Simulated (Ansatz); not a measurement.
System: CaC₂ (C2/c, No. 15, 6 atoms in the cell; start mp-1575). Method: HSE06 in Ansatz (plane waves, PAW).

Settings: plane-wave cutoff 500 eV, 6×6×4 k mesh (along the axes of the cell as run), gaussian smearing 0.02 eV, scalar-relativistic PAW data made under PBE.

Cell (relaxed with r²SCAN):

Space group C2/c (No. 15); a = 6.594 Å, b = 4.166 Å, c = 7.330 Å, α = 90.00°, β = 106.69°, γ = 90.00°

| atom | site | symmetry | x | y | z |
|---|---|---|---|---|---|
| Ca | 4e | 2 | 0.0000 | 0.1772 | 0.2500 |
| C | 8f | 1 | 0.2828 | 0.1403 | 0.0593 |
(The calculation used a cell of 6 atoms; values per cell refer to that cell.)

**Question.** What does this level give for the band gap?

**Answer.** 
* **band gap**: 3.31 eV (on the SCF k mesh)

Note: cell and atoms aren't relaxed at this level (largest force component 0.20 eV/Å).

Computed values are for the static lattice.

A start named mp-… is a Materials Project structure, which need not be a measured phase.

Ansatz is a program for electronic structure.
